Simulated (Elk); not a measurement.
Worked example: self-consistent single point of SrAlGe (P-6m2, 3 atoms in the cell) in Elk.

Method of the run: LDA (PW92), all-electron FP-LAPW, Elk's shipped species files, APW+lo basis with extra local orbitals run with Elk 10.2.4.

```
CELL_PARAMETERS angstrom
      4.29652     0.00000     0.00000
     -2.14826     3.72090     0.00000
      0.00000     0.00000     4.77902
ATOMIC_POSITIONS crystal
  Sr 0.00000 0.00000 0.00000
  Al 0.66667 0.33333 0.50000
  Ge 0.33333 0.66667 0.50000
```

Reference input (self-consistent single point, DFT, PBEsol, all-electron FP-LAPW, Elk's shipped species files, APW+lo basis with extra local orbitals): xctype = 22; rgkmax = 7.5; stype = 3; swidth = 0.00183747 Ha; ngridk = 6 6 5; gmaxvr = 14 1/bohr; nxlo = 2; lorbcnd = true; rmtscf = 0.96; lmaxi = 2. This run's input differs from it in these lines:

```diff
@@ -4,3 +4,3 @@
 xctype
-  22
+  3
```

Output (repeated stretches shortened):

```
│ Self-consistent loop started │
│ Loop number : 1 │
 total energy                :     -5519.29133428
│ Loop number : 2 │
 total energy                :     -5519.25038943
RMS change in Kohn-Sham potential (target) :   0.4745301733E-01 (  0.1000000000E-05)
Absolute change in total energy (target)   :   0.4094485101E-01 (  0.1000000000E-03)
│ Loop number : 3 │
 total energy                :     -5519.10926485
RMS change in Kohn-Sham potential (target) :   0.4599790590E-01 (  0.1000000000E-05)
Absolute change in total energy (target)   :   0.1513607894     (  0.1000000000E-03)
│ Loop number : 4 │
   [... lines left out ...]
Absolute change in total energy (target)   :   0.9472284892E-03 (  0.1000000000E-03)
│ Loop number : 13 │
 total energy                :     -5514.34997046
RMS change in Kohn-Sham potential (target) :   0.8956971325E-07 (  0.1000000000E-05)
Absolute change in total energy (target)   :   0.2271446274E-03 (  0.1000000000E-03)
│ Loop number : 14 │
 total energy                :     -5514.34997845
RMS change in Kohn-Sham potential (target) :   0.3556779167E-07 (  0.1000000000E-05)
Absolute change in total energy (target)   :   0.4879254720E-04 (  0.1000000000E-03)
Convergence targets achieved

│ Loop number : 15 │

Energies :
 Fermi                       :     0.211205756225
 total energy                :     -5514.34998220

Density of states at Fermi energy :    67.28305205
 (states/Hartree/unit cell)

Estimated indirect band gap :   0.4085537741E-02
 from k-point     19 to k-point     10
Estimated direct band gap   :   0.2548947977E-01
 at k-point     14

Charges :
 core                        :    50.00000000
 valence                     :    33.00000000
 interstitial                :    5.674297256
 muffin-tins (core leakage)
  species :    1 (Sr)
   atom    1                 :    35.83404917     (  0.5423625233E-04)
  species :    2 (Al)
   atom    1                 :    11.08827900     (  0.7913407685E-03)
  species :    3 (Ge)
   atom    1                 :    30.40337457     (  0.5966645977E-03)
 total in muffin-tins        :    77.32570274
 total calculated charge     :    82.98751718
 total charge                :    83.00000000
 error                       :   0.1248281523E-01

│ Self-consistent loop stopped │
```

The run converged in 15 iterations. The count includes the last loop, which Elk runs after its targets are met. 

The starting cell comes from a database of computed structures (which also holds hypothetical and non-ambient phases and stackings), without a prior relaxation at this level. Values depend on the basis (sphere radii, cutoffs, local orbitals), which need not be converged. The log's line on a gap gives a spacing of levels on this mesh, which the program prints for metals too.
